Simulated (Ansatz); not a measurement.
Pressure series in MgO

Base system: MgO in the rock salt structure (space group Fm-3m, No. 225; a = 4.254 Å).

Cell and atoms are relaxed at each pressure.

Computed with Ansatz (a first-principles code), PBE, PAW, cutoff 420 eV, no SOC, earlier PAW set.

Candidates:
(a) pressure 15 GPa
(b) pressure 7 GPa
(c) pressure 3 GPa
(d) pressure 100 GPa

For the base:

| Item | Value |
|---|---|
| Band gap | 4.46 eV |

Order them by band gap, highest first.

(d) pressure 100 GPa (8.33 eV), (a) pressure 15 GPa (5.29 eV), (b) pressure 7 GPa (4.87 eV), (c) pressure 3 GPa (4.64 eV)

Load acts through the strain it causes; cell and atoms are relaxed under it. Whether these cells are dynamically stable was not tested. Competing high-pressure phases were not computed.
